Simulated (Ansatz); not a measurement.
This concerns the energy change from cell B to cell A (1 Ni replaced by Al, in a slab cell with nine atoms a plane). Reaction: cell B + Al (fcc) → cell A + Ni (fcc). A negative value means that the right-hand side lies lower.

Cell A: a slab of WC (P-6m2) cut along (0001), 37 atoms, hexagonal cell of 8.77 Å (66.5 Å²), symmetry P3m1 within 0.02 Å, 5.2 Å thick under 16 Å of vacuum, in-plane vectors held at the crystal's; planes from bottom to top: W9 | C9 | W9 | C9 | Al, its two faces unlike (dipole correction applied); added, foreign or displaced atoms, above the top plane: Al bound to 3 C at 1.98 Å; spin state with PBE: no moments, k-point mesh 3×3×1.
```yaml
crystal:
  lattice:
    - [8.76574, 0.00000, 0.00000]
    - [-4.38287, 7.59136, 0.00000]
    - [0.00000, 0.00000, 21.29350]
  atoms:
    - { symbol: W, position: [0.00030, 0.99970, 0.37958] }
    - { symbol: C, position: [0.11023, 0.22178, 0.44086] }
    - { symbol: W, position: [0.99946, 0.00054, 0.51363] }
    - { symbol: C, position: [0.11418, 0.22376, 0.56539] }
    - { symbol: W, position: [0.00030, 0.33394, 0.37958] }
    - { symbol: C, position: [0.11080, 0.55493, 0.44254] }
    - { symbol: W, position: [0.99946, 0.33226, 0.51363] }
    - { symbol: C, position: [0.11218, 0.55769, 0.56568] }
    - { symbol: W, position: [0.00087, 0.66710, 0.38104] }
    - { symbol: C, position: [0.11080, 0.88920, 0.44254] }
    - { symbol: W, position: [0.99459, 0.66396, 0.51565] }
    - { symbol: C, position: [0.11218, 0.88782, 0.56568] }
    - { symbol: W, position: [0.33290, 0.99913, 0.38104] }
    - { symbol: C, position: [0.44450, 0.22233, 0.44204] }
    - { symbol: W, position: [0.33604, 0.00541, 0.51565] }
    - { symbol: C, position: [0.44617, 0.22568, 0.57250] }
    - { symbol: W, position: [0.33341, 0.33337, 0.37984] }
    - { symbol: C, position: [0.44450, 0.55550, 0.44204] }
    - { symbol: W, position: [0.33343, 0.33338, 0.51342] }
    - { symbol: C, position: [0.44617, 0.55383, 0.57250] }
    - { symbol: W, position: [0.33290, 0.66710, 0.38104] }
    - { symbol: C, position: [0.44507, 0.88920, 0.44254] }
    - { symbol: W, position: [0.33604, 0.66396, 0.51565] }
    - { symbol: C, position: [0.44231, 0.88782, 0.56568] }
    - { symbol: W, position: [0.66606, 0.99970, 0.37958] }
    - { symbol: C, position: [0.77822, 0.22178, 0.44086] }
    - { symbol: W, position: [0.66774, 0.00054, 0.51363] }
    - { symbol: C, position: [0.77624, 0.22376, 0.56539] }
    - { symbol: W, position: [0.66663, 0.33337, 0.37984] }
    - { symbol: C, position: [0.77767, 0.55550, 0.44204] }
    - { symbol: W, position: [0.66662, 0.33338, 0.51342] }
    - { symbol: C, position: [0.77432, 0.55383, 0.57250] }
    - { symbol: W, position: [0.66663, 0.66659, 0.37984] }
    - { symbol: C, position: [0.77822, 0.88977, 0.44086] }
    - { symbol: W, position: [0.66662, 0.66657, 0.51342] }
    - { symbol: C, position: [0.77624, 0.88582, 0.56539] }
    - { symbol: Al, position: [0.55556, 0.44444, 0.62340] }
```

Cell B: a slab of WC (P-6m2) cut along (0001), 37 atoms, hexagonal cell of 8.77 Å (66.5 Å²), symmetry P3m1 within 0.02 Å, 4.9 Å thick under 16 Å of vacuum, in-plane vectors held at the crystal's; planes from bottom to top: W9 | C9 | W9 | C9 | Ni, its two faces unlike (dipole correction applied); added, foreign or displaced atoms, above the top plane: Ni bound to 3 C at 1.88 Å; spin state with PBE: no moments, k-point mesh 3×3×1.
```yaml
crystal:
  lattice:
    - [8.76574, 0.00000, 0.00000]
    - [-4.38287, 7.59136, 0.00000]
    - [0.00000, 0.00000, 21.35021]
  atoms:
    - { symbol: W, position: [0.00017, 0.99983, 0.37960] }
    - { symbol: C, position: [0.11128, 0.22230, 0.44083] }
    - { symbol: W, position: [0.00021, 0.99979, 0.51354] }
    - { symbol: C, position: [0.10898, 0.22116, 0.56486] }
    - { symbol: W, position: [0.00017, 0.33367, 0.37960] }
    - { symbol: C, position: [0.11129, 0.55592, 0.44145] }
    - { symbol: W, position: [0.00021, 0.33376, 0.51354] }
    - { symbol: C, position: [0.11070, 0.55472, 0.56557] }
    - { symbol: W, position: [0.00000, 0.66667, 0.38017] }
    - { symbol: C, position: [0.11129, 0.88871, 0.44145] }
    - { symbol: W, position: [0.99991, 0.66662, 0.51438] }
    - { symbol: C, position: [0.11070, 0.88930, 0.56557] }
    - { symbol: W, position: [0.33333, 0.00000, 0.38017] }
    - { symbol: C, position: [0.44462, 0.22257, 0.44177] }
    - { symbol: W, position: [0.33338, 0.00009, 0.51438] }
    - { symbol: C, position: [0.44431, 0.22196, 0.56834] }
    - { symbol: W, position: [0.33373, 0.33353, 0.37961] }
    - { symbol: C, position: [0.44462, 0.55538, 0.44177] }
    - { symbol: W, position: [0.33107, 0.33220, 0.51263] }
    - { symbol: C, position: [0.44431, 0.55569, 0.56834] }
    - { symbol: W, position: [0.33333, 0.66667, 0.38017] }
    - { symbol: C, position: [0.44408, 0.88871, 0.44145] }
    - { symbol: W, position: [0.33338, 0.66662, 0.51438] }
    - { symbol: C, position: [0.44528, 0.88930, 0.56557] }
    - { symbol: W, position: [0.66633, 0.99983, 0.37960] }
    - { symbol: C, position: [0.77770, 0.22230, 0.44083] }
    - { symbol: W, position: [0.66624, 0.99979, 0.51354] }
    - { symbol: C, position: [0.77884, 0.22116, 0.56486] }
    - { symbol: W, position: [0.66647, 0.33353, 0.37961] }
    - { symbol: C, position: [0.77743, 0.55538, 0.44177] }
    - { symbol: W, position: [0.66780, 0.33220, 0.51263] }
    - { symbol: C, position: [0.77804, 0.55569, 0.56834] }
    - { symbol: W, position: [0.66647, 0.66627, 0.37961] }
    - { symbol: C, position: [0.77770, 0.88872, 0.44083] }
    - { symbol: W, position: [0.66780, 0.66893, 0.51263] }
    - { symbol: C, position: [0.77884, 0.89102, 0.56486] }
    - { symbol: Ni, position: [0.55556, 0.44444, 0.60713] }
```

Reference: Ni (fcc, Fm-3m), 1 atom in the cell; spin state with PBE: net moment 0.6 μB a cell, k-point mesh 30×30×30 on the run's own vectors. Conventional cell: a = b = c = 3.5208 Å, α = β = γ = 90.00°.

Reference: Al (fcc, Fm-3m), 1 atom in the cell, k-point mesh 26×26×26 on the run's own vectors. Conventional cell: a = 4.042 Å, b = 4.042 Å, c = 4.042 Å, α = 90.00°, β = 90.00°, γ = 90.00°.

All numbers come from Ansatz (a quantum-chemistry and plane-wave program), plane waves with PAW, its default PAW set, cutoff 420 eV. The structures are at rest with PBE, within the held lattices. Neutral cells; Fermi-Dirac smearing of at most 0.10 eV in the solids, energies taken to zero width. Larger cells are relaxed from a start prepared with the learned potential CHGNet, on a coarser mesh till forces fall under 0.03 eV/Å, which some starts already meet. A dispersion term (D3(BJ), or D4 for r2SCAN) was computed beside these levels and is taken off wherever the name lacks it. Space groups of crystals are read within 0.01 Å. Static lattices, no vibrational contributions. Cells are local rest points, mostly with their start's symmetry. Spin-orbit coupling is left out. No search over spin orders was made beyond those shown. No correction for cell size. Cell A has symmetry P3m1 within 0.02 Å and got no random move, so less symmetric positions, which may lie lower, weren't tried. Cell B has symmetry P3m1 within 0.02 Å and got no random move, so less symmetric positions, which may lie lower, weren't tried.

Problem. Estimate the value that PBE returns for this input.

Solution. -0.60 eV, for cell B + Al (fcc) → cell A + Ni (fcc).
